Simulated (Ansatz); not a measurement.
Consider Mo in the bcc (W type) structure (space group Im-3m, No. 229; relaxed with 0.1 eV smearing).

```cif
data_Mo2
_chemical_formula_sum 'Mo2'
_space_group_name_H-M_alt 'Im-3m'
_space_group_IT_number 229
_space_group_name_Hall '-I 4 2 3'
_cell_length_a 3.11152
_cell_length_b 3.11152
_cell_length_c 3.11152
_cell_angle_alpha 90.000
_cell_angle_beta 90.000
_cell_angle_gamma 90.000
loop_
_atom_site_label
_atom_site_type_symbol
_atom_site_symmetry_multiplicity
_atom_site_Wyckoff_symbol
_atom_site_fract_x
_atom_site_fract_y
_atom_site_fract_z
_atom_site_occupancy
Mo1 Mo 2 a 0.00000 0.00000 0.00000 1
```
(The calculation used a cell of 1 atom; values per cell refer to that cell.)

Calculations: Ansatz (a first-principles code), LDA, PAW, cutoff 420 eV, scalar-relativistic without spin-orbit coupling.

For the base:

```
Quantity   Result
--------  -------
Pressure  0.0 GPa
Band gap     zero
```

Modification: an isotropic linear strain of −1.50 %; the atoms relax in the strained cell.

Task: Estimate the effect on the pressure, energy relative to the base and band gap.

Result: The pressure goes from zero to 14.5 GPa; the energy grows by 29 meV/atom; the band gap remains zero.

Stability against distortions was not tested. The final runs are not spin-polarised.
